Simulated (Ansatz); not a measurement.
The starting structures come from a database of crystals and need not be the phases stable at ambient conditions.

 Where the default PAW files enter, the runs use the earlier of Ansatz's two default sets.

The decay constant κ of evanescent states in the gap governs leakage through a thin film.

Data:

```yaml
crystal:
  lattice:
    - [4.84693, 0.00000, 0.00000]
    - [0.00000, 4.98540, 0.00000]
    - [0.00000, 0.00000, 7.30264]
  atoms:
    - { symbol: Al, position: [0.74785, 0.96949, 0.39040] }
    - { symbol: Al, position: [0.25215, 0.03051, 0.60960] }
    - { symbol: Al, position: [0.75215, 0.46949, 0.10960] }
    - { symbol: Al, position: [0.24785, 0.53051, 0.89040] }
    - { symbol: Al, position: [0.75215, 0.03051, 0.89040] }
    - { symbol: Al, position: [0.24785, 0.96949, 0.10960] }
    - { symbol: Al, position: [0.74785, 0.53051, 0.60960] }
    - { symbol: Al, position: [0.25215, 0.46949, 0.39040] }
    - { symbol: O, position: [0.89298, 0.89802, 0.65400] }
    - { symbol: O, position: [0.10702, 0.10198, 0.34600] }
    - { symbol: O, position: [0.60702, 0.39802, 0.84600] }
    - { symbol: O, position: [0.39298, 0.60198, 0.15400] }
    - { symbol: O, position: [0.60702, 0.10198, 0.15400] }
    - { symbol: O, position: [0.39298, 0.89802, 0.84600] }
    - { symbol: O, position: [0.89298, 0.60198, 0.34600] }
    - { symbol: O, position: [0.10702, 0.39802, 0.65400] }
    - { symbol: O, position: [0.95060, 0.75000, 0.00000] }
    - { symbol: O, position: [0.04940, 0.25000, 0.00000] }
    - { symbol: O, position: [0.54940, 0.25000, 0.50000] }
    - { symbol: O, position: [0.45060, 0.75000, 0.50000] }
```

Space group of this cell: Pbcn. The cell is strained (lengths along the current scaled by 1.03, ions clamped); by r2SCAN its mean pressure is -13.4 GPa.

Transport runs along the normal of the first two printed cell vectors.

The gap is the functional's own. No spin-orbit coupling. Mid-gap values are interpolated on the energy grid.

### Question
Compute, with Ansatz (a program for electronic structure) with r2SCAN, the band gap and the smallest decay constant κ at mid-gap.

### Answer
Gap 5.89 eV on a 6×6×4 mesh; κ = 0.358 1/Å, at the zone centre.
